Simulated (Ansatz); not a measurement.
# Al, response to strain

Take Al in the fcc (Cu type) structure (space group Fm-3m, No. 225; a = 3.994 Å; relaxed with 0.1 eV smearing) as the base. Axes: x, y, z lie along the cube axes.

Strains are applied to the cell and any free atomic positions relax.

Computed with r2SCAN (Ansatz, an electronic-structure program; PAW; 500 eV plane waves; without spin-orbit coupling).

Candidates:
(a) isotropic strain −1.57 %
(b) tensor shear ε_xy = +2.96 %
(c) uniaxial strain ε_xx = +1.24 %
(d) strain tensor (xx, yy, zz, yz, xz, xy) = (+1.52, +0.77, −0.87, −0.93, +1.02, +0.19) %

Notes on the quantities. energy relative to the base: free energy F.

Q: Order them by energy relative to the base, highest first.

A: (a) isotropic strain −1.57 % (+11 meV/atom), (b) tensor shear ε_xy = +2.96 % (+8.1 meV/atom), (d) strain tensor (xx, yy, zz, yz, xz, xy) = (+1.52, +0.77, −0.87, −0.93, +1.02, +0.19) % (+3.2 meV/atom), (c) uniaxial strain ε_xx = +1.24 % (+1.0 meV/atom)

No phonon test of stability was made.
